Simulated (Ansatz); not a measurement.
Take LaReN3 in the cubic perovskite structure (space group Pm-3m, No. 221; a = 3.922 Å; a cell from a computed database, its experimental status unchecked) as the base.

Perturbation: B takes the place of N on all its sites, then cell and atoms are relaxed.

Levels (all Ansatz, a program for electronic structure, PAW): PBEsol (420 eV, no spin-orbit coupling); PBEsol+SOC (420 eV, with spin-orbit coupling).

The geometry is relaxed with PBEsol.

```
Property           Value
---------------  -------
PBEsol pressure  0.0 GPa
```

Task: Predict the pressure from PBEsol+SOC.

Result: The pressure goes from zero to -0.2 GPa.

Single points use the geometry relaxed with PBEsol. The spin-orbit shifts are approximate. No phonon test of stability was made. As relaxed here, LaReB3 is a hypothetical phase, not in the database extracts checked. The runs without spin-orbit coupling are not spin-polarised. An odd electron count without spin: LaReB3 and LaReN3. Many cubic perovskites are stable only at high temperature; tilts and polar distortions were not tested.
